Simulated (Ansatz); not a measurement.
System: Si (I4₁/amd, No. 141; start mp-92; another form than the element's usual one). Method: PBEsol in Ansatz (plane waves, PAW).

From the output:

```
Crystal: 2 atoms, lattice volume = 30.024 Å³
Basis set: ecut = 520 eV, 797 PW (Γ), exchange–correlation on 54×54×54 points (8 copies of the dense FFT grid, shifted against one another)
Bands: 8, of which v1, the nominal top of the filled ones, is band 4 counted from 1 (3 counted from 0)
Symmetry: 16 space group operations
Space group: I41/amd (ITA 141), of the structure as read, at distance tolerance 3.1e-5 Å
k-points: 1063 of 13824
Functional: x = pbesol(κ = 0.804, μ = 0.12345679012345678), c = pbesol(β = 0.046)
SCF iter   1: F=—  HF=-1242.617573 eV  |F-HF|=—  |Δ(HF+E_count)|=         —  Δρ=2.10e-3  dr2=6.30e-4
SCF iter   2: F=—  HF=-1242.617605 eV  |F-HF|=—  |Δ(HF+E_count)|=   3.21e-5  Δρ=1.23e-3  dr2=2.29e-4
  ...
SCF iter   5: F=—  HF=-1242.617630 eV  |F-HF|=—  |Δ(HF+E_count)|=   7.04e-9  Δρ=1.65e-6  dr2=6.65e-10
SCF iter   6: F=-1242.617630 eV  HF=-1242.617630 eV  |F-HF|=1.36e-11  |Δ(HF+E_count)|=  1.56e-10  Δρ=3.09e-7  dr2=2.63e-11
SCF 1 converged in 6 iterations: F = -1242.617630 eV  dr2 = 2.63e-11
SCF converged after 6 iterations
Free energy (F): -1242.617630 eV
Internal energy: -1242.611559 eV  (E = F + TS)
E sigma→0 (E₀):  -1242.614595 eV
Fermi energy:    9.812641 eV
--- Forces (eV/Å), atoms counted from 1 ---
  atom   1  Si     0.00000000    -0.00000000     0.00000000
  atom   2  Si     0.00000000    -0.00000000     0.00000000
--- Stress (GPa, compression-positive) ---
        0.000182      -0.000000      -0.000000
       -0.000000       0.000182       0.000000
        0.000000       0.000000      -0.002271
  P = ⅓ Tr σ = -0.0006 GPa (-0.006 kbar)
```

Q: Write an input file that produces this run.

A: This is not unique; one that fits is 
Ansatz 0.2 input:
```yaml
crystal:
  lattice:
    - [-2.3927209584, 2.3927209584, 1.3110765221]
    - [2.3927209584, -2.3927209584, 1.3110765221]
    - [2.3927209584, 2.3927209584, -1.3110765221]
  atoms:
    - { symbol: Si, position: [0.25, 0.75, 0.5] }
    - { symbol: Si, position: [0.5, 0.5, 0.0] }
basis:
  ecutwfc: 520
  ecutrho_ratio: 4
  xc_grid: 2
kpoints:
  mp_grid: { grid: [24, 24, 24] }
hamiltonian:
  xc: pbesol
  dispersion: none
  pseudopotentials: { kind: paw }
scf:
  occupations: { method: fermi_dirac, width: 0.05 }
  convergence: { dr2_threshold: 0.0000000002 }
output:
  forces: true
  stress: true
  eigenvalues: true
```

The PAW data were made under PBE.

A start named mp-… is a Materials Project structure, which can be a computed phase never made.

Ansatz is a program for electronic structure.
